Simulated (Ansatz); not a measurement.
We consider SrZrO₃ (I4/mcm, No. 140, 10 atoms in the cell; start mp-5076; a measured phase of this formula has another space group), described by PBEsol (plane waves, PAW; Ansatz, a first-principles code).

Settings: plane-wave cutoff 520 eV, 8×8×8 k mesh, Fermi–Dirac smearing 0.01 eV, scalar-relativistic PAW data made under PBE.

Cell (relaxed at this level):

```xyz
10
Lattice="-2.8681 2.8681 4.1618 2.8681 -2.8681 4.1618 2.8681 2.8681 -4.1618" Properties=species:S:1:pos:R:3 pbc="T T T"
Sr     0.0000     2.8681     2.0809
Sr     2.8681     0.0000     2.0809
Zr     0.0000     0.0000     0.0000
Zr     0.0000     0.0000     4.1618
O      3.9542     1.0860     0.0000
O     -1.0860     1.7821     4.1618
O      1.7821     1.0860     4.1618
O      1.0860     1.7821     0.0000
O      0.0000     0.0000     2.0809
O      0.0000     0.0000     6.2427
```

### Question
What does this level give for the band gap?

### Answer

- band gap: 3.71 eV (on the SCF k mesh)

Note: the relaxation could not lower the start's symmetry, so the cell can be a saddle point above a distorted one.

Spin–orbit coupling is not included.

Static lattice: no zero-point or thermal effects.

A start named mp-… is a Materials Project structure, which need not be a measured phase.
